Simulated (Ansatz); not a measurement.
**Mo in the bcc (W type) structure (space group Im-3m, No. 229)**

```cif
data_Mo
_chemical_formula_sum 'Mo1'
_space_group_name_H-M_alt 'P 1'
_space_group_IT_number 1
_cell_length_a 2.73728
_cell_length_b 2.73728
_cell_length_c 2.73728
_cell_angle_alpha 109.471
_cell_angle_beta 109.471
_cell_angle_gamma 109.471
loop_
_space_group_symop_operation_xyz
  'x, y, z'
loop_
_atom_site_label
_atom_site_type_symbol
_atom_site_fract_x
_atom_site_fract_y
_atom_site_fract_z
_atom_site_occupancy
Mo1 Mo 0.00000 0.00000 0.00000 1
```

Computed with PBE (Ansatz, a first-principles code; PAW; 420 eV plane waves; no spin-orbit coupling). k-mesh 21×21×21 (Γ-centred); smearing 0.05 eV (Fermi–Dirac).

```yaml
volume_per_atom: 15.79 Å³
density: 10.09 g/cm³
band_gap: zero
total_energy: -4956.020 eV/atom (σ→0; compares only within this code and set-up)
```

No phonon test of stability was made. The final runs are not spin-polarised.
